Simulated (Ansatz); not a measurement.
Take CdSe in the zinc blende structure (space group F-43m, No. 216) as the base.

```xyz
2
Lattice="0.0000 3.0666 3.0666 3.0666 0.0000 3.0666 3.0666 3.0666 0.0000" Properties=species:S:1:pos:R:3 pbc="T T T"
Cd     0.0000     0.0000     0.0000
Se     1.5333     1.5333     1.5333
```

Cartesian axes are those of the cell as printed.

Method: Kohn–Sham DFT with the r2SCAN functional, run in Ansatz (a program for electronic structure) with PAW and 500 eV plane waves, without spin-orbit coupling.

For the base:

| Quantity | Result |
|---|---|
| Valence-band top at Γ | 0.00, 0.00, 0.00 eV |
| Band gap | 1.04 eV |
| Electron mass | 0.093 mₑ (at Γ) |

One thing is altered: tensor shear ε_xy = +0.57 % (engineering shear γ = 0.0114); the atoms relax in the strained cell.

**Question.** Predict the new stress, valence-band top at Γ, energy relative to the base, band gap and electron mass.

**Answer.** The stress (xx, yy, zz, yz, xz, xy; compression positive) amounts to (0.01, 0.01, 0.01, 0.00, 0.00, -0.25) GPa; the valence-band top at Γ (three highest levels, from the VBM) becomes 0.00, -0.03, -0.05 eV (base: 0.00, 0.00, 0.00 eV); the energy hardly moves; the band gap shrinks by 0.03 eV, from 1.04 eV to 1.01 eV; the electron mass is still 0.093 mₑ (at Γ).

Masses are band curvatures over ±0.01 Å⁻¹ around the edge. Whether these cells are dynamically stable was not tested.
